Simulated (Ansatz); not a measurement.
Start from PbS in the rock salt structure (space group Fm-3m, No. 225; a = 5.9030 Å).

Method: PBEsol (Ansatz, a quantum-chemistry and plane-wave program, PAW, no spin-orbit coupling).

For the base:

The volume per atom comes out as 25.71 Å³, the gap character is direct at L and the band gap is 0.19 eV. The hole mass comes out as 0.076 mₑ along k, 0.11 mₑ across (at L).

It is then changed as follows: a negative pressure, −2 GPa.

**Question.** What does the calculation give for the volume per atom, gap character, band gap and hole mass after the change?

**Answer.** The volume per atom increases by 0.95 Å³, from 25.71 Å³ to 26.66 Å³; the gap character remains direct at L; the band gap grows by 0.134 eV, from 0.19 eV to 0.33 eV; the hole mass goes from 0.076 mₑ along k, 0.11 mₑ across (at L) to 0.13 mₑ along k, 0.12 mₑ across (at L).

Spin-orbit coupling, missing from the scalar runs, can matter with Pb. Load acts through the strain it causes; cell and atoms are relaxed under it. Effective masses come from finite differences of ±0.01 Å⁻¹. Along k means along the line from Γ to the band edge. No phonon test of stability was made. The base started in Pnma and relaxed to Fm-3m at this level. A zero or small gap of PbS can be the functional's error rather than a property of the material.
